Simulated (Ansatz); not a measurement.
KPbI₃ (model structure, started from the cubic perovskite type, Pm-3m, No. 221, 5 atoms in the cell) was calculated with PBEsol+SOC (Ansatz, an electronic-structure program, PAW).

Run with plane-wave cutoff 520 eV, 6×6×6 k mesh, Fermi–Dirac smearing 0.01 eV, PAW data made under PBE.

Cell (relaxed with PBEsol):

Space group Pm-3m (No. 221); a = b = c = 6.231 Å, α = β = γ = 90.00°

```csv
atom,site,symmetry,x,y,z
K,1a,m-3m,0.0000,0.0000,0.0000
Pb,1b,m-3m,0.5000,0.5000,0.5000
I,3c,4/mm.m,0.0000,0.5000,0.5000
```

Q: What does this level give for the band gap and direct gap at Γ?

A: 
band gap: 0.08 eV (direct)
direct gap at Γ: 3.43 eV

Note: the relaxation could raise the start's symmetry but not lower it, so the cell can be a saddle point.

Computed values are for the static lattice.

Cost on a shared machine: very roughly 6 core-minutes.

A model structure was made by putting elements into a prototype or built by hand; it is no filed structure, need not be a known phase, and can be a saddle point held by its symmetry.
